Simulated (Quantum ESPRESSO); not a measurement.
A self-consistent single point of V2MoS4 (Cm, 7 atoms in the cell) with Quantum ESPRESSO.

Method: LDA (PZ), GBRV 1.5 ultrasoft (LDA) pseudopotentials (plane waves; Quantum ESPRESSO).

The change in words: lattice scaled by 0.97; ecutwfc: 50 Ry → 30 Ry; ecutrho: 400 Ry → 240 Ry. Reference geometry:
```
V2MoS4
1.0
    6.37936    -1.62237     0.00000
    6.37936     1.62237     0.00000
   -2.51399     0.00000     5.38549
V Mo S
2 1 4
Cartesian
 10.24616   0.00000   5.35975
  2.48053   0.00000   1.72196
  7.73937   0.00000   3.69897
  0.25221   0.00000   2.36455
 10.00111   0.00000   2.94980
  5.69338   0.00000   5.28941
  4.56633   0.00000   0.15747
```
Moments meant for the start (each program seeds them in its own way; μB, in the order of the atoms V V Mo S S S S): 2.0 2.0 0.0 0.0 0.0 0.0 0.0.

Reference input (self-consistent single point, DFT, LDA (PZ), plane waves, GBRV 1.5 ultrasoft (LDA) pseudopotentials): ecutwfc = 50 Ry; ecutrho = 400 Ry; occupations = smearing; smearing = marzari-vanderbilt; degauss = 0.0073499 Ry; nspin = 2; potentials = {V: v_lda_v1.4.uspp.F.UPF, Mo: mo_lda_v1.uspp.F.UPF, S: s_lda_v1.4.uspp.F.UPF}; K_POINTS = automatic 7 7 4 0 0 0; conv_thr = 1e-10 Ry; mixing_beta = 0.4. This run's input differs from it in these lines:

```diff
@@ -12,4 +12,4 @@
   ntyp = 3
-  ecutwfc = 50
-  ecutrho = 400
+  ecutwfc = 30
+  ecutrho = 240
   occupations = 'smearing'
@@ -29,5 +29,5 @@
 CELL_PARAMETERS angstrom
-   6.3793600000    -1.6223750000     0.0000000000
-   6.3793600000     1.6223750000     0.0000000000
-  -2.5139860000     0.0000000000     5.3854920000
+   6.1879790000    -1.5737040000     0.0000000000
+   6.1879790000     1.5737040000     0.0000000000
+  -2.4385660000     0.0000000000     5.2239270000
 ATOMIC_POSITIONS crystal
```

Output, abridged:

```
     Self-consistent Calculation

     iteration #  1     ecut=    30.00 Ry     beta= 0.40

     Threshold (ethr) on eigenvalues was too large:
     Diagonalizing with lowered threshold

     negative rho (up, down):  2.317E-04 9.361E-04

     total energy              =    -526.39289126 Ry
     estimated scf accuracy    <       0.41562202 Ry

     total magnetization       =     2.28 Bohr mag/cell
     absolute magnetization    =     2.88 Bohr mag/cell

     iteration #  2     ecut=    30.00 Ry     beta= 0.40

     negative rho (up, down):  2.321E-04 9.499E-04

     total energy              =    -526.19927825 Ry
   [... lines left out ...]
     c_bands:  1 eigenvalues not converged

     negative rho (up, down):  2.543E-04 1.833E-03

     total energy              =    -526.51823419 Ry
     estimated scf accuracy    <       0.00282834 Ry

     total magnetization       =     1.88 Bohr mag/cell
     absolute magnetization    =     2.06 Bohr mag/cell

     iteration #100     ecut=    30.00 Ry     beta= 0.40

     negative rho (up, down):  5.172E-04 9.988E-04

     total energy              =    -526.50334969 Ry
     estimated scf accuracy    <       0.00225260 Ry

     total magnetization       =     1.84 Bohr mag/cell
     absolute magnetization    =     2.01 Bohr mag/cell
     End of self-consistent calculation

     convergence NOT achieved after 100 iterations: stopping

   JOB DONE.
```

The run ended unconverged after 100 iterations. 

The starting cell comes from a database of computed structures (which also holds hypothetical and non-ambient phases and stackings), without a prior relaxation at this level. For this run, on top of that: lattice scaled by 0.97.

Cost on one core of a shared machine: roughly 40 min.
